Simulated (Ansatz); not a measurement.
A relaxation of cell and atoms of TiB2 (P6/mmm, 3 atoms in the cell) with Ansatz (a quantum-chemistry and plane-wave program).

Computed with PBEsol, default PAW files made with PBE (plane waves; Ansatz).

```yaml
crystal:
  lattice:
    - [2.99507, 0.00000, 0.00000]
    - [-1.49753, 2.59380, 0.00000]
    - [0.00000, 0.00000, 3.19584]
  atoms:
    - { symbol: Ti, position: [0.00000, 0.00000, 0.00000] }
    - { symbol: B, position: [0.33333, 0.66667, 0.50000] }
    - { symbol: B, position: [0.66667, 0.33333, 0.50000] }
```

Reference input (self-consistent single point, DFT, r2SCAN, plane waves, default PAW files made with PBE): basis.ecutwfc = 500 eV; kpoints.mp_grid.grid = 13 13 10; hamiltonian.xc = r2scan; hamiltonian.pseudopotentials = {kind: paw} (the program's default PAW files); scf.occupations.method = cold; scf.occupations.width = 0.2 eV. This run's input differs from it in these lines:

Ansatz 0.2 input:
```diff
@@ -11,3 +11,3 @@
 basis:
-  ecutwfc: 500.0 eV
+  ecutwfc: 420.0 eV
 kpoints:
@@ -15,3 +15,3 @@
 hamiltonian:
-  xc: r2scan
+  xc: pbesol
   pseudopotentials: { kind: paw }
@@ -19,2 +19,4 @@
   occupations: { method: cold, width: 0.2 eV }
+relax:
+  cell: {}
 output:
```

The program printed (abridged):

```
   [... SCF lines of the steps left out ...]
relax step   1: F+E_penalty+E_count = -2782.61731666 eV  Δ(F+E_penalty+E_count) = +0.000e0 eV  max|allowed force component| = 1.049e-16 eV/Å  Δτ_max = 0.0000 Å  P = +3.546 GPa  Ω = 24.827 Å³  (5 SCF iters, dr2 threshold 1.00e-7 eV, accepted)
relax step   2: F+E_penalty+E_count = -2782.62269093 eV  Δ(F+E_penalty+E_count) = -5.374e-3 eV  max|allowed force component| = 2.714e-16 eV/Å  Δτ_max = 0.0000 Å  P = +1.095 GPa  Ω = 25.011 Å³  energy of the carried Pulay correction = -2.734e-4 eV  [...]
relax step   3: F+E_penalty+E_count = -2782.62287115 eV  Δ(F+E_penalty+E_count) = -1.802e-4 eV  max|allowed force component| = 5.921e-16 eV/Å  Δτ_max = 0.0000 Å  P = -0.130 GPa  Ω = 25.125 Å³  energy of the carried Pulay correction = -4.276e-4 eV  [...]
relax step   4: F+E_penalty+E_count = -2782.62289896 eV  Δ(F+E_penalty+E_count) = -2.781e-5 eV  max|allowed force component| = 3.793e-16 eV/Å  Δτ_max = 0.0000 Å  P = -0.001 GPa  Ω = 25.111 Å³  energy of the carried Pulay correction = -4.101e-4 eV  [...]
relax step   5: F+E_penalty+E_count = -2782.62336549 eV  Δ(F+E_penalty+E_count) = -4.665e-4 eV  max|allowed force component| = 3.793e-16 eV/Å  Δτ_max = 0.0000 Å  P = +0.023 GPa  Ω = 25.111 Å³  stress off target by 3.11e-2 GPa  SCF on the basis [...]
basis re-selected at this cell: Δ(F+E_penalty+E_count) = -4.665e-4 eV, ΔP = +0.025 GPa vs the last step
the relaxation is at rest under the 24 symmetry operations that the run kept from its start: a minimum is not shown …
Stability not checked (fill_not_monotonic)
Free energy (F): -2782.623365 eV
Internal energy: -2782.621625 eV  (E = F + TS)
   [... lines left out ...]
Fermi energy:    15.466432 eV
  cell:  # Å, volume = 25.1109 Å³
   [... lines left out ...]
    - [-1.5086292523574873, 2.6130225148678177, -8.841408941703913e-34]
    - [-1.230738816723041e-34, -1.160410884338867e-33, 3.1849804352597966]
  atoms:
    - { symbol: Ti, position: [2.430615032536156e-35, -3.7125600027048723e-35, 2.0590230357872116e-84] }
    - { symbol: B, position: [0.3333333333333333, 0.6666666666666666, 0.5] }
    - { symbol: B, position: [0.6666666666666665, 0.3333333333333333, 0.5] }
```

The run converged. 

Summary of the result:
```
Property                                                                                              Result
-----------------------------------------------  -----------------------------------------------------------
Free energy E − TS (on the zero of these files)                                                -2782.6234 eV
Fermi level (on the code's own zero)                                                                15.47 eV
Pressure                                                                                            0.02 GPa
Final cell                                       a = b = 3.0173 Å, c = 3.1850 Å, α = β = 90.00°, γ = 120.00°
Final volume per atom                                                                                8.37 Å³
Relaxation steps                                                                                           5
```

The starting cell comes from a database of computed structures (which also holds hypothetical and non-ambient phases and stackings), without a prior relaxation at this level. Its lattice was rescaled by a random factor within 2.5 % of one. Spin polarisation is off. The relaxation keeps the symmetry of its start, so its end need not be a minimum. Ansatz's pressure includes its estimate of the finite-basis (Pulay) stress.
